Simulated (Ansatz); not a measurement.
Start from Al in the fcc (Cu type) structure (space group Fm-3m, No. 225; a = 3.994 Å; relaxed with 0.1 eV smearing). Axes: x, y, z lie along the cube axes.

Method: Ansatz (an electronic-structure program), r2SCAN, PAW, cutoff 500 eV, without spin-orbit coupling.

Modification: biaxial strain −2.50 %, plane normal [001], relaxed out of plane (Cartesian); in-plane vectors clamped, the third vector and the atoms free.

Task: What does the calculation give for the ratio −ε⊥/ε∥ after the change?

Result: The ratio −ε⊥/ε∥ comes out as 0.99.

Task: What happens to the energy relative to the base?

Result: The energy goes up by 9.5 meV/atom.

Task: What happens to the in-plane stress?

Result: The mean in-plane stress (compression positive) amounts to +4.2 GPa.

Whether these cells are dynamically stable was not tested.
